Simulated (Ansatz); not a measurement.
## Corundum In₂O₃ (high-pressure phase)

The numbers are results of r²SCAN+rVV10 (Ansatz, a program for electronic structure, plane waves, PAW), not measurements.

Settings: plane-wave cutoff 560 eV, 8×8×8 k mesh, Fermi–Dirac smearing 0.01 eV, scalar-relativistic PAW data made under PBE.

Cell (relaxed at this level):

```cif
data_In12O18
_chemical_formula_sum 'In12 O18'
_space_group_name_H-M_alt 'R-3c :H'
_space_group_IT_number 167
_space_group_name_Hall '-R 3 2"c'
_cell_length_a 5.49856
_cell_length_b 5.49856
_cell_length_c 14.48976
_cell_angle_alpha 90.000
_cell_angle_beta 90.000
_cell_angle_gamma 120.000
loop_
_atom_site_label
_atom_site_type_symbol
_atom_site_symmetry_multiplicity
_atom_site_Wyckoff_symbol
_atom_site_fract_x
_atom_site_fract_y
_atom_site_fract_z
_atom_site_occupancy
In1 In 12 c 0.00000 0.00000 0.14261 1
O1 O 18 e 0.29631 0.29631 0.25000 1
```
(The calculation used a cell of 10 atoms; values per cell refer to that cell.)

| Item | Value |
|---|---|
| band gap | 1.82 eV (on the SCF k mesh) |

Spin–orbit coupling is not included.

The computed numbers hold no vibrational or temperature effects.
